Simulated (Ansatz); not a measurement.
This Ansatz (an electronic-structure program) input is the reference run, CsI in the CsCl type structure (space group Pm-3m, No. 221), computed with Ansatz r2SCAN, no spin-orbit coupling:

Ansatz 0.2 input:
```yaml
crystal:
  lattice:
    - [4.6100359239, 0, 0]
    - [0, 4.6100359239, 0]
    - [0, 0, 4.6100359239]
  atoms:
    - { symbol: Cs, position: [0, 0, 0] }
    - { symbol: I, position: [0.5, 0.5, 0.5] }
basis: { ecutwfc: 500, ecutrho_ratio: 4, xc_grid: 4, fft_grid_basis: typed }
kpoints: { mp_grid: { grid: [7, 7, 7] } }
hamiltonian:
  xc: r2scan
  dispersion: none
  pseudopotentials: { kind: paw }
scf: { occupations: { method: fermi_dirac, width: 0.05 }, convergence: { dr2_threshold: 0.0000000002 } }
output: { forces: true, stress: true }
checkpoint: { write: state.ck, write_every: 1000 }
```

Question: Write the input for this change: biaxial strain −1.47 %, plane normal [001], relaxed out of plane (Cartesian); in-plane vectors clamped, the third vector and the atoms free.

Answer: 
Ansatz 0.2 input:
```yaml
crystal:
  lattice:
    - [4.5422683958, 0, 0]
    - [0, 4.5422683958, 0]
    - [0, 0, 4.6439196879]
  atoms:
    - { symbol: Cs, position: [0, 0, 0] }
    - { symbol: I, position: [0.5, 0.5, 0.5] }
basis: { ecutwfc: 500, ecutrho_ratio: 4, xc_grid: 4, fft_grid_basis: typed }
kpoints: { mp_grid: { grid: [7, 7, 7] } }
hamiltonian:
  xc: r2scan
  dispersion: none
  pseudopotentials: { kind: paw }
scf: { occupations: { method: fermi_dirac, width: 0.05 } }
relax: { f_tol: 0.005, max_steps: 50, cell: { stress_tol: 0.01, fix: [a, b, gamma] } }
output: { forces: true, stress: true }
checkpoint: { write: state.ck, write_every: 1000 }
```
This is the input that was run; other choices of cell and start would serve too.

No phonon test of stability was made.
